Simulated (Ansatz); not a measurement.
Input:

A slab with vacuum along the third vector:

```xyz
12
Lattice="4.3812 0.0000 0.0000 0.0000 6.1960 0.0000 0.0000 0.0000 27.0000" Properties=species:S:1:pos:R:3 pbc="T T T"
Cd     2.1906     3.4352     8.5585
Se     0.0000     4.6643     7.8346
Cd     0.0000    -0.1002    10.0676
Se     2.1906     1.4504    10.2790
Cd     2.1906     3.0160    12.4905
Se     0.0000     4.5734    12.3361
Cd     0.0000    -0.0820    14.5095
Se     2.1906     1.4754    14.6639
Cd     2.1906     2.9978    16.9324
Se     0.0000     4.5484    16.7210
Cd     0.0000     0.3372    18.4415
Se     2.1906     1.5662    19.1654
```

Set-up: 12 atoms, Cd6Se6, 11.0 Å thick at the start; mesh 4x3x1; 0.025 eV smearing; dipole correction on; single point; on the structure that PBE left under its start's symmetry; no spin, no spin-orbit, no U.

### Question
What is the computed surface energy (mean of both faces) (HSE06, at the PBE geometry (Ansatz, an electronic-structure program))?

### Answer
19 meV/Å²
